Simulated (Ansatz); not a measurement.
The parent structure is Ge (space group Pm-3n, No. 223; a = 5.417 Å; a hypothetical phase, not in the database extracts checked).

(Cell as relaxed with PBE.)

Levels (all Ansatz, a first-principles code, PAW): PBE (420 eV, no spin-orbit coupling); PBEsol (420 eV, no spin-orbit coupling).

Each level relaxes its own structure.

```json
[
 {"quantity": "volume per atom", "PBE": "19.87 Å³", "PBEsol": "___"},
 {"quantity": "lattice parameter a", "PBE": "5.417 Å", "PBEsol": "___"},
 {"quantity": "band gap", "PBE": "zero", "PBEsol": "___"}
]
```

Q: Predict the PBEsol column.

A: 
- volume per atom, PBEsol: 18.85 Å³
- lattice parameter a, PBEsol: 5.323 Å
- band gap, PBEsol: zero

PBE's volume per atom lies 1.02 Å³ above PBEsol's (5.4 %); PBE's lattice parameter a lies 0.094 Å above PBEsol's (1.8 %); the two agree on the band gap. Neither level is exact; PBEsol is the comparison here, not a measurement.

Stability against distortions was not tested.
